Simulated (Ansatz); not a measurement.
Structures of equal composition on the (111)B surface of 3C silicon carbide (C plane on top): (√3x√3)R30° Sb adatom at H3; (√3x√3)R30° Sb adatom at T4. The slabs share one bottom face, and each structure is named by its start. These are constructed structures in small cells; real faces may alloy, dewet or reconstruct in larger ones, and not all known structures of the face are among them. Slabs of about 11 Å with all that they carry, Fermi-Dirac smearing of 0.025 eV. Bottom of the slabs: H caps. Relaxed from the named starts with such symmetry as they have, on meshes of like density; energies extrapolated to zero smearing; no spin-orbit coupling, no U. Spin-polarised runs, if any, are marked in brackets, and their order is one that fits the cell; the others ran without spin. Where a second, spin-polarised start was run, the lower counts.

Host crystal: 3C silicon carbide, with a band gap (PBE, scalar-relativistic without spin-orbit coupling).

All values below come from HSE06, at the PBE geometry (plane waves to 420 eV, PAW; Ansatz, an electronic-structure program).

**Question.** Order them by energy per 1x1 cell (lowest first) at the level HSE06, at the PBE geometry.

**Answer.** (√3x√3)R30° Sb adatom at T4 (0.000 eV), (√3x√3)R30° Sb adatom at H3 (0.076 eV)
